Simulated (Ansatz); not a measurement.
The reference is ZrN in the rock salt structure (space group Fm-3m, No. 225; a = 4.553 Å; relaxed with 0.1 eV smearing). Axes: x, y, z lie along the cube axes.

The values are results of PBEsol/PAW in Ansatz (a first-principles code), no SOC, not measurements.

Perturbation: biaxial strain +1.21 %, plane normal [111], relaxed out of plane (Cartesian); in-plane vectors clamped, the third vector and the atoms free.

Problem. Estimate the effect on the energy relative to the base.

Solution. The energy increases by 4.9 meV/atom.

Problem. Estimate the effect on the ratio −ε⊥/ε∥.

Solution. The ratio −ε⊥/ε∥ is 0.83.

Problem. Predict the new in-plane stress.

Solution. The mean in-plane stress (compression positive) amounts to -5.5 GPa.

No phonon test of stability was made. The final runs are not spin-polarised. An odd electron count without spin: ZrN.
